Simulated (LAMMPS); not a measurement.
Melts of Ni (fcc) cooled to 300 K at several rates.

Level of theory: classical MD, pair style eam, the elements' _smf7.eam files (smf7); code LAMMPS.

| cooling rate (K/s) | energy above the crystal | state | density | coordination number | rough cost |
|---|---|---|---|---|---|
| 3e+12 | 0.029 eV/atom | crystallised | 8.76 g/cm³ (one sample) | 11.9 (counted to 3.02 Å) | 30 core-minutes |
| 1e+13 | 0.015 eV/atom | crystallised | 8.80 g/cm³ (one sample) | 12.0 (counted to 3.02 Å) | 11 core-minutes |
| 1e+14 | 0.120 eV/atom | glass | 8.56 g/cm³ (one sample) | 13.0 (counted to 3.26 Å) | 3 core-minutes |

Costs are rough and include melting and analysis.

Caution (rows 3e+12; 1e+13): the cell keeps the atom count and shape of the starting crystal, which eases freezing.
